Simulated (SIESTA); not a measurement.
Worked example: self-consistent single point of Li₂Pd (P1, 3 atoms in the cell) in SIESTA.

Method of the run: SIESTA 5.4.2 with GGA PBEsol, numerical atomic orbitals TZP, PseudoDojo PBEsol standard norm-conserving potentials (rewritten from UPF to PSML).

The change in words: atoms moved at random. Reference geometry:
```
CELL_PARAMETERS angstrom
      4.20512     0.00000     0.00000
     -2.10256     3.64174     0.00000
      0.00000     0.00000     2.67986
ATOMIC_POSITIONS crystal
  Li 0.33333 0.66667 0.50000
  Li 0.66667 0.33333 0.50000
  Pd 0.00000 0.00000 0.00000
```

Reference input (self-consistent single point, DFT, GGA PBEsol, numerical atomic orbitals TZP, PseudoDojo PBEsol standard norm-conserving potentials (rewritten from UPF to PSML)): XC.functional = GGA; XC.authors = PBEsol; potentials = PseudoDojo PBEsol standard; PAO.BasisSize = TZP; PAO.EnergyShift = 0.01 Ry; MeshCutoff = 300 Ry; kgrid.MonkhorstPack = 9 9 12; OccupationFunction = FD; ElectronicTemperature = 1160.45 K; PAO.Polarization.NonPerturbative = true; MaxSCFIterations = 150; SCF.Mixer.Method = Pulay. This run's input differs from it in these lines:

```diff
@@ -18,5 +18,5 @@
 %block AtomicCoordinatesAndAtomicSpecies
-    -0.000002103    2.427828547    1.339930000  1
-     2.102562103    1.213912453    1.339930000  1
-     0.000000000    0.000000000    0.000000000  2
+    -0.044889656    2.379695656    1.343783639  1
+     2.104357689    1.265996633    1.364493597  1
+     0.043096172   -0.003951289   -0.028417235  2
 %endblock AtomicCoordinatesAndAtomicSpecies
```

Log, with long lists cut:

```
        iscf     Eharris(eV)        E_KS(eV)     FreeEng(eV)     dDmax    Ef(eV) dHmax(eV)
   scf:    1    -4036.245280    -4056.582906    -4056.621473  2.032355 -6.921527  8.682590
   scf:    2    -4059.334192    -4058.194973    -4058.226633  0.166481 -7.181910  4.129649
   scf:    3    -4058.792675    -4058.636740    -4058.664855  0.125349 -7.387382  0.476008
   scf:    4    -4058.510090    -4058.602018    -4058.628437  0.062539 -7.482925  1.238005
   scf:    5    -4058.662113    -4058.641302    -4058.668794  0.024683 -7.436252  0.317622
   [... 3 lines left out ...]
   scf:    9    -4058.643959    -4058.643960    -4058.671733  0.000048 -7.426932  0.007337
   scf:   10    -4058.643942    -4058.643951    -4058.671734  0.000235 -7.426518  0.001084
   scf:   11    -4058.643949    -4058.643950    -4058.671734  0.000030 -7.426472  0.000225
   scf:   12    -4058.643950    -4058.643950    -4058.671734  0.000002 -7.426471  0.000156
SCF Convergence by DM+H criterion
max |DM_out - DM_in|         :     0.0000021699
max |H_out - H_in|      (eV) :     0.0001563625
SCF cycle converged after 12 iterations

Using DM_out to compute the final energy and forces

siesta: E_KS(eV) =            -4058.6440

siesta: E_KS - E_eggbox =     -4058.6440

siesta: Atomic forces (eV/Ang):
     1    0.239623    0.273439   -0.037721
     2   -0.075848   -0.302554   -0.026850
     3   -0.164874    0.030867    0.061257
   Tot   -0.001100    0.001752   -0.003314
   Max    0.302554
   Res    0.171112    sqrt( Sum f_i^2 / 3N )
   Max    0.302554    constrained

Stress tensor Voigt[x,y,z,yz,xz,xy] (kbar):       -6.63        9.57       11.00       -0.11        0.43       -3.53
(Free)E + p*V (eV/cell)    -4058.7907
Target enthalpy (eV/cell)    -4058.6717

   [... lines left out ...]
siesta: FreeEng =     -4058.671734
   [... lines left out ...]
siesta:    -0.004141   -0.002206    0.000270
siesta:    -0.002206    0.005972   -0.000072
siesta:     0.000270   -0.000072    0.006864

siesta: Cell volume =         41.039263 Ang**3

siesta: Pressure (static):
siesta:                Solid            Molecule  Units
siesta:          -0.00003157         -0.00003180  Ry/Bohr**3
siesta:          -0.00289851         -0.00291973  eV/Ang**3
siesta:          -4.64393267         -4.67792179  kBar
```

The run converged in 12 iterations. Against the reference run the free energy goes up by 8.3 meV/atom, the pressure goes from -0.63 to -0.46 GPa and the largest force goes from 0.000 to 0.366 eV/Å.

The starting cell comes from a database of computed structures (which also holds hypothetical and non-ambient phases and stackings), without a prior relaxation at this level. For this run, on top of that: atoms moved at random. Spin polarisation is off. Values carry the incompleteness of an atom-centred basis.

Cost on one core of a shared machine: roughly 40 s.
